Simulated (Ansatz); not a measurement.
System: SrZrO3 (Pnma, No. 62). Method: HSE06 in Ansatz (PAW).

Numerical settings: plane-wave cutoff 500 eV, 4×4×4 k mesh, gaussian smearing 0.02 eV, scalar-relativistic PAW data made under PBE.

Cell (relaxed with PBEsol):

```cif
data_O12Sr4Zr4
_chemical_formula_sum 'Sr4 Zr4 O12'
_space_group_name_H-M_alt 'P 1'
_space_group_IT_number 1
_cell_length_a 5.81525
_cell_length_b 8.16137
_cell_length_c 5.75739
_cell_angle_alpha 90.000
_cell_angle_beta 90.000
_cell_angle_gamma 90.000
loop_
_space_group_symop_operation_xyz
  'x, y, z'
loop_
_atom_site_label
_atom_site_type_symbol
_atom_site_fract_x
_atom_site_fract_y
_atom_site_fract_z
_atom_site_occupancy
Sr1 Sr 0.53307 0.25000 0.00765 1
Sr2 Sr 0.46693 0.75000 0.99235 1
Sr3 Sr 0.96693 0.75000 0.50765 1
Sr4 Sr 0.03307 0.25000 0.49235 1
Zr1 Zr 0.00000 0.00000 0.00000 1
Zr2 Zr 0.50000 0.00000 0.50000 1
Zr3 Zr 0.50000 0.50000 0.50000 1
Zr4 Zr 0.00000 0.50000 0.00000 1
O1 O 0.28630 0.45880 0.21350 1
O2 O 0.71370 0.54120 0.78650 1
O3 O 0.21370 0.54120 0.71350 1
O4 O 0.78630 0.45880 0.28650 1
O5 O 0.78630 0.04120 0.28650 1
O6 O 0.21370 0.95880 0.71350 1
O7 O 0.71370 0.95880 0.78650 1
O8 O 0.28630 0.04120 0.21350 1
O9 O 0.97947 0.25000 0.92216 1
O10 O 0.02053 0.75000 0.07784 1
O11 O 0.52053 0.75000 0.42216 1
O12 O 0.47947 0.25000 0.57784 1
```

Question: Predict the band gap.

Answer: 
band gap: 5.38 eV (on the SCF k mesh)

Note: cell and atoms aren't relaxed at this level (pressure 1.2 GPa).

Spin–orbit coupling is not included.

Computed values are for the static lattice.

Ansatz is an electronic-structure program.
